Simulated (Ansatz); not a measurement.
Consider PbF₂ in the fluorite structure (space group Fm-3m, No. 225; a = 5.899 Å).

The values are results of PBEsol/PAW in Ansatz (a program for electronic structure), spin-orbit coupling left out, not measurements.

One change was made to it. Results:

The band gap goes from 4.31 eV to zero; the lattice parameter a shrinks by 0.012 Å, from 5.899 Å to 5.887 Å.

Question: What was done to the base?
(A) Pb → Ru
(B) Pb → Bi
(C) Pb → Ge

Answer: B, Pb → Bi. For comparison, the lattice parameter a in the other runs: Pb → Ru gives 5.200 Å; Pb → Ge gives 5.454 Å.

Other magnetic orders, which the real material may have, were not ruled out. With Pb present, leaving out spin-orbit coupling can change the band edges. No phonon test of stability was made. As relaxed here, BiF2, RuF2 and GeF2 are hypothetical phases, not in the database extracts checked. No Hubbard U is applied, and correlation can decide whether such a compound is a metal. Spin-polarised in the final run: RuF2; the other runs are not. An odd electron count without spin: BiF2.
